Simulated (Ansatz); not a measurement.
Input and output of a self-consistent single point for InSe (Cm, 4 atoms in the cell) (Ansatz, a first-principles code).

Method: PBEsol, PAW files made with PBE (plane waves; Ansatz).

```xyz
4
Lattice="5.8555 -2.0649 0.0000 5.8555 2.0649 0.0000 -1.7318 0.0000 4.7952" Properties=species:S:1:pos:R:3 pbc="T T T"
In    -0.3414     0.0000     4.6206
In    10.3206     0.0000     0.2246
Se     3.3976     0.0000     1.5874
Se     6.5816     0.0000     3.2078
```

Reference input (self-consistent single point, DFT, PBEsol, plane waves, PAW files made with PBE): basis.ecutwfc = 30.9 Ry; kpoints.mp_grid.grid = 6 6 4; hamiltonian.xc = pbesol; hamiltonian.pseudopotentials = {kind: paw} (the program's default PAW files); scf.occupations.method = fixed. This run's input differs from it in these lines:

Ansatz 0.2 input:
```diff
@@ -15,3 +15,3 @@
   mp_grid:
-    grid: [6, 6, 4]
+    grid: [5, 5, 4]
 hamiltonian:
```

Output (repeated stretches shortened):

```
SCF iter   1: F=—  HF=-21902.189845 eV  |F-HF|=—  |Δ(HF+E_count)|=         —  Δρ=3.94e-2  dr2=3.20e0  ethr=3.10e-3  ⟨swp⟩=5.0  Hψ=3995  notcnv=0  defer=121
all-band conjugate gradients solve this SCF's bands
preconditioner: auto → Resta (q_TF=auto, 2.431 Å⁻¹)
SCF iter   2: F=—  HF=-21901.319209 eV  |F-HF|=—  |Δ(HF+E_count)|=   8.71e-1  Δρ=1.63e-2  dr2=3.28e-1  ethr=3.10e-3  ⟨swp⟩=3.8  Hψ=2320  notcnv=0  defer=124
   [... lines left out ...]
SCF iter   6: F=—  HF=-21901.177974 eV  |F-HF|=—  |Δ(HF+E_count)|=   1.97e-4  Δρ=1.28e-4  dr2=2.68e-5  ethr=5.03e-7  ⟨swp⟩=2.6  Hψ=1965  notcnv=0  defer=132
SCF iter   7: F=—  HF=-21901.178013 eV  |F-HF|=—  |Δ(HF+E_count)|=   3.93e-5  Δρ=3.01e-5  dr2=1.19e-6  ethr=4.62e-8  ⟨swp⟩=2.0  Hψ=1782  notcnv=0  defer=53
SCF iter   8: F=—  HF=-21901.178015 eV  |F-HF|=—  |Δ(HF+E_count)|=   1.54e-6  Δρ=1.41e-5  dr2=4.90e-7  ethr=2.05e-9  ⟨swp⟩=2.0  Hψ=2059  notcnv=0  defer=54
SCF iter   9: F=-21901.178015 eV  HF=-21901.178015 eV  |F-HF|=6.25e-9  |Δ(HF+E_count)|=   1.87e-7  Δρ=3.48e-6  dr2=1.74e-8  ethr=1.72e-10  ⟨swp⟩=9.3  Hψ=7210  notcnv=0
SCF 1 converged in 9 iterations: F = -21901.178015 eV  dr2 = 1.74e-8
Free energy (F): -21901.178015 eV
Internal energy: -21901.178015 eV  (E = F + TS)
E sigma→0 (E₀):  -21901.178015 eV
Fermi energy:    6.724049 eV
--- Forces (eV/Å), atoms counted from 1 ---
  atom   1  In     0.12864157     0.00000000    -0.22359960
  atom   2  In    -0.13613404     0.00000000    -0.01992347
  atom   3  Se     0.07265207     0.00000000     0.05550833
  atom   4  Se    -0.06515663     0.00000000     0.18799511
--- Stress (GPa, compression-positive) ---
       -2.060885       0.000000       0.251772
        0.000000      -1.967828       0.000000
        0.251773       0.000000      -1.637588
  P = ⅓ Tr σ = -1.8888 GPa (-18.888 kbar)
  The stress holds the Pulay correction. Without it, at fixed plane waves, as pw.x and ABINIT print it: P = -1.9037 GPa
```

The run converged in 9 iterations. Against the reference run the free energy stays essentially unchanged (within 1 meV/atom), the pressure stays at -1.89 GPa, the largest force moves little (0.259 to 0.258 eV/Å) and the gap on the mesh goes from 1.096 to 1.060 eV.

The starting cell comes from a database of computed structures (which also holds hypothetical and non-ambient phases and stackings), without a prior relaxation at this level. Its lattice was rescaled by up to half a per cent. One atom was moved a little off its site on purpose. Ansatz's pressure includes its estimate of the finite-basis (Pulay) stress.
